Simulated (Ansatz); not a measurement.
Density of states of PtS₂ (P-3m1) below the valence band maximum, Ansatz (a program for electronic structure) with r2SCAN+D4 with spin-orbit coupling, rigid bands; cell volume 56.8 Å³.

(energy from edge (eV), 10⁻³ states/eV/cell): (0.006, 125); (0.031, 328); (0.056, 828); (0.081, 717); (0.106, 727); (0.131, 768); (0.156, 836); (0.181, 945); (0.206, 1150); (0.231, 1670); (0.256, 1420); (0.281, 1200); (0.319, 1070); (0.344, 1020); (0.369, 982); (0.394, 956); (0.419, 936); (0.444, 922); (0.469, 912); (0.494, 904); (0.519, 901); (0.544, 899); (0.569, 900); (0.594, 901)

Problem. What effective density of states at 300 K does this give (∫ g(E) exp(−E/k_BT) dE, both spins, divided by the cell's size)?

Solution. 1.4e20 cm⁻³, a density-of-states mass of 3.2 mₑ, valleys and band degeneracy included.

Geometry: cell and atoms relaxed with r2SCAN+D4.

Computed structure with no diffraction record at hand here (it may be known, metastable or hypothetical): PtS2 (P-3m1).
